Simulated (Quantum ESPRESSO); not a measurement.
# A short convergence ladder for Os (P6_3/mmc, 2 atoms in the cell)

```
CELL_PARAMETERS angstrom
      2.71635     0.00000     0.00000
     -1.35817     2.35243     0.00000
      0.00000     0.00000     4.29840
ATOMIC_POSITIONS crystal
  Os 0.33333 0.66667 0.25000
  Os 0.66667 0.33333 0.75000
```

Base method: PBE, GBRV 1.5 ultrasoft (PBE) pseudopotentials (plane waves; Quantum ESPRESSO).

Base settings: ecutwfc = 40 Ry; ecutrho = 320 Ry; occupations = smearing; smearing = fermi-dirac; degauss = 0.0073499 Ry; potentials = {Os: os_pbe_v1.2.uspp.F.UPF}; K_POINTS = automatic 10 10 6 0 0 0; conv_thr = 1e-09 Ry; mixing_beta = 0.7.

**Zone-centre phonons against the cutoff**

In this ladder: ph.x.tr2_ph = 1e-14; ph.x.fildyn = dyn.G; dynmat.x.fildyn = dyn.G; dynmat.x.asr = crystal. Moved along: ecutrho.

The mesh stays at the base's, so the ladder's end is converged at best in this setting alone.

Frequencies are those of the unrelaxed cell, without the LO-TO term of polar crystals.

Only quantities that move along the ladder and can be compared are tabulated.

| ecutwfc | highest zone-centre frequency (cm⁻¹) |
|---|---|
| 20 Ry | 316.4 |
| 28 Ry | 223.4 |
| 40 Ry | 226.4 |
| 60 Ry | 226.6 |

Coarsest ecutwfc that holds the highest zone-centre frequency within 1 cm⁻¹ of the last step, with all finer ones: 40 Ry; the step before is off by 3.3 cm⁻¹.

On the base run: the starting cell has typed, rounded lattice constants, without a prior relaxation at this level. Its lattice was rescaled by up to half a per cent. Spin polarisation is off. In the base run, with a pressure of about 17 GPa the cell is away from its equilibrium volume at this level.
